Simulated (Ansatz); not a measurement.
**W: response to strain**

Consider W in the bcc (W type) structure (space group Im-3m, No. 229; a = 3.154 Å; relaxed with 0.1 eV smearing). Axes: x, y, z lie along the cube axes.

Strains are applied to the cell and any free atomic positions relax; under biaxial strain the out-of-plane vector relaxes too.

The values are results of PBEsol (Ansatz, an electronic-structure program), no SOC, not measurements.

Notes on the quantities. energy relative to the base: free energy F; in-plane stress: mean in-plane stress (compression positive).

| case | energy relative to the base | shortest interatomic distance | in-plane stress | out-of-plane strain |
|---|---|---|---|---|
| base | 0 meV/atom | 2.732 Å | – | – |
| biaxial strain −3.00 %, plane normal [001], relaxed out of plane | +54 meV/atom | 2.702 Å | +18.9 GPa | +2.64 % |
| biaxial strain −2.50 %, plane normal [001], relaxed out of plane | +38 meV/atom | 2.706 Å | +15.6 GPa | +2.15 % |
| biaxial strain −1.00 %, plane normal [001], relaxed out of plane | +5.9 meV/atom | 2.721 Å | +6.1 GPa | +0.81 % |
| biaxial strain −0.50 %, plane normal [001], relaxed out of plane | +1.5 meV/atom | 2.726 Å | +3.0 GPa | ? |
| biaxial strain +1.00 %, plane normal [001], relaxed out of plane | +5.7 meV/atom | 2.743 Å | -5.7 GPa | -0.76 % |
| biaxial strain +1.50 %, plane normal [001], relaxed out of plane | +13 meV/atom | 2.749 Å | ? | -1.12 % |
| biaxial strain +2.00 %, plane normal [001], relaxed out of plane | +22 meV/atom | 2.755 Å | -11.1 GPa | -1.48 % |
| biaxial strain +2.50 %, plane normal [001], relaxed out of plane | +34 meV/atom | 2.761 Å | -13.6 GPa | -1.83 % |
| biaxial strain +3.00 %, plane normal [001], relaxed out of plane | +49 meV/atom | 2.767 Å | -16.0 GPa | ? |

Task: Fill in the withheld entries from the trend.

Result: 
- biaxial strain −0.50 %, plane normal [001], relaxed out of plane, out-of-plane strain: +0.40 %
- biaxial strain +1.50 %, plane normal [001], relaxed out of plane, in-plane stress: -8.4 GPa
- biaxial strain +3.00 %, plane normal [001], relaxed out of plane, out-of-plane strain: -2.17 %

No phonon test of stability was made. All final runs are without spin polarisation.
